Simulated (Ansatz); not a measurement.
The starting structures come from a database of crystals and need not be the phases stable at ambient conditions.

Data:

```yaml
crystal:
  lattice:
    - [4.00390, 0.00000, 0.00000]
    - [0.00000, 4.00390, 0.00000]
    - [0.00000, 0.00000, 5.62318]
  atoms:
    - { symbol: Zn, position: [0.00000, 0.00000, 0.00000] }
    - { symbol: Sn, position: [0.50000, 0.50000, 0.50000] }
    - { symbol: P, position: [0.00000, 0.50000, 0.22706] }
    - { symbol: P, position: [0.50000, 0.00000, 0.77294] }
```

Space group of this cell: P-4m2. The cell is taken as given.

These are r2SCAN (plane waves, PAW; Ansatz, a quantum-chemistry and plane-wave program) values and carry that method's errors.

The current runs along the normal of the first two printed vectors; no spin-orbit coupling. Scaled by the factor s: both lengths across the current (ions clamped). Meshes 8×8×6 and 8×8 across the current in all rows.

| s | mean pressure (GPa) | band gap (eV) |
|---|---|---|
| 0.98 | 3.5 | ? |
| 1.00 | 0.1 | 0.87 |
| 1.02 | -2.6 | 0.75 |

Problem. Take the slope of the band gap against ln s from the two given rows, extrapolate to s = 0.98, and say what the run there gives.

Solution. Slope = (0.75 − 0.87) / ln 1.02 = -6.06 eV. The line gives 0.87 + (-6.06) × ln 0.98 = 0.99 eV. The run gives 0.97 eV, 0.02 eV under the line, 18 % of the predicted step.
